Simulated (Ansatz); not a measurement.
The reference is LaMnO3 (space group R-3c, No. 167; ferromagnetic).

```xyz
10
Lattice="2.7520 1.5889 4.3987 -2.7520 1.5889 4.3987 0.0000 -3.1778 4.3987" Properties=species:S:1:pos:R:3 pbc="T T T"
La     0.0000     0.0000     9.8970
La     0.0000     0.0000     3.2990
Mn     0.0000     0.0000     6.5980
Mn     0.0000     0.0000     0.0000
O     -1.2148     1.0736     5.4983
O      1.2148    -1.0736     7.6977
O     -0.3224    -1.5889     5.4983
O      0.3224     1.5889     7.6977
O      1.5372     0.5152     5.4983
O     -1.5372    -0.5152     7.6977
```

Computed with PBEsol (Ansatz, a first-principles code), no spin-orbit coupling.

For the base:

| Item | Value |
|---|---|
| Pressure | -0.2 GPa |

Now apply this change: every lattice vector is stretched by 2.66 %; the atoms relax in the strained cell.

Question: What happens to the energy relative to the base and pressure?

Answer: The energy grows by 31 meV/atom; the pressure (mean of the normal stresses, compression positive) shrinks by 10.3 GPa (-0.2 GPa → -10.5 GPa).

Whether these cells are dynamically stable was not tested. No Hubbard U is applied and the magnetic state is the run's own (LaMnO3 ferromagnetic); small cells can't hold the antiferromagnetic order that many such compounds have, so gaps and moments can be off. In its common phase, real LaMnO3 is an antiferromagnetic insulator at low temperature.
